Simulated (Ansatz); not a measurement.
## A computed series for WS2: response to strain

Base system: WS2 in the 2H-MoS2 type structure (space group P6_3/mmc, No. 194; a = 3.170 Å, c = 12.492 Å; layered, stacked along the Cartesian z axis). Axes: x lies along a and z along c of the hexagonal cell.

Strains are applied to the cell and any free atomic positions relax; under biaxial strain the out-of-plane vector relaxes too.

Calculations: r2SCAN+rVV10 (Ansatz, a first-principles code, PAW, scalar-relativistic without spin-orbit coupling).

```csv
variant,hole mass,smallest direct gap,volume per atom,band gap
base,"0.74 mₑ along c, 0.62 mₑ across (at Γ)",1.90 eV,18.12 Å³,1.13 eV
"biaxial strain −3.44 %, plane normal [001], relaxed out of plane","0.59 mₑ out of plane, 1.0 mₑ in plane (at Γ)",2.45 eV,17.14 Å³,1.29 eV
isotropic strain −1.33 %,"0.71 mₑ along c, 0.64 mₑ across (at Γ)",2.08 eV,17.40 Å³,1.08 eV
isotropic strain +2.20 %,"0.83 mₑ along c, 0.59 mₑ across (at Γ)",1.64 eV,19.34 Å³,0.90 eV
```

With W present, leaving out spin-orbit coupling can change the band edges. Effective masses come from finite differences of ±0.01 Å⁻¹. No phonon test of stability was made.
